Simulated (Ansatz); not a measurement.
The starting structures come from a database of crystals and need not be the phases stable at ambient conditions.

Consider the following.

```
InP
1.0
    4.16811     0.00000     0.00000
   -2.08406     3.60969     0.00000
    0.00000     0.00000     6.83999
In P
2 2
Cartesian
  2.08405   1.20323   3.42136
  0.00000   2.40646   0.00137
  2.08405   1.20323   5.98362
  0.00000   2.40646   2.56363
```

Space group of this cell: P6_3mc, wurtzite. The cell is taken as given.

Level of theory: r2SCAN (plane waves, PAW; Ansatz, a quantum-chemistry and plane-wave program).

The current runs along the normal of the first two printed vectors; no spin-orbit coupling. Scaled by the factor s: both lengths across the current (ions clamped). Meshes 12×12×6 and 12×12 across the current in all rows.

```csv
s,mean pressure (GPa),band gap (eV)
0.98,3.2,1.29
1.00,0.1,1.11
1.02,-2.3,?
```

**Question.** Take the slope of the band gap against ln s from the two given rows, extrapolate to s = 1.02, and say what the run there gives.

**Answer.** Slope = (1.29 − 1.11) / ln 0.98 = -8.91 eV. The line gives 1.11 + (-8.91) × ln 1.02 = 0.93 eV. The run gives 0.90 eV, 0.03 eV under the line, 19 % of the predicted step.
